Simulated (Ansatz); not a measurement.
**By hand: surface energy of the Si(111) slab with 2 OH, the mean of its two faces, with the listed reservoirs for the atoms in excess**

We look at the surface energy of the Si(111) slab with 2 OH, the mean of its two faces, with the listed reservoirs for the atoms in excess. Reaction: 10 Si (diamond) + 2 H2O (gas) → cell A + H2 (gas).

A: a slab of Si (diamond, Fd-3m) cut along (111), 14 atoms, hexagonal cell of 3.87 Å (13.0 Å²), symmetry C2/m within 0.02 Å, 17.7 Å thick under 16 Å of vacuum, in-plane vectors held at the crystal's; planes from bottom to top: H | O | Si × 10 | O | H; added, foreign or displaced atoms, above the top plane and below the bottom plane: two times OH bound through O to 1 Si at 1.69 Å; spin state with PBE: run without spin.

Ansatz (a program for electronic structure) with PAW potentials; structures come from PBE relaxations, nuclei static, no net charge. Ansatz runs with its PAW set soft_1. Other levels take these structures. The lattices are those relaxed with PBE, so at other levels the solids can be strained. A dispersion term (D3(BJ), or D4 for r2SCAN) was computed beside these levels and is taken off wherever the name lacks it. Space groups of crystals are read within 0.01 Å. Cell A has symmetry C2/m within 0.02 Å and got no random move, so less symmetric positions, which may lie lower, weren't tried.

Total energies of the cells in eV, at zero smearing width. They compare only within one column; the weights balance every element.

```
cell                       atoms  weight       r2SCAN
-------------------------  -----  ------  -----------
A: Si(111) slab with 2 OH     14      +1  -7560.52902
Si (diamond)                   2      −5  -1278.12913
H2 (gas)                       2      +1    -31.88931
H2O (gas)                      3      −2   -600.36932
```

r2SCAN: (-7560.52902) − 5 × (-1278.12913) + (-31.88931) − 2 × (-600.36932) = -1.0340 eV; dividing by 2 × 12.955 Å² and converting at 16.022 J/m² per eV/Å² gives -0.64 J/m².
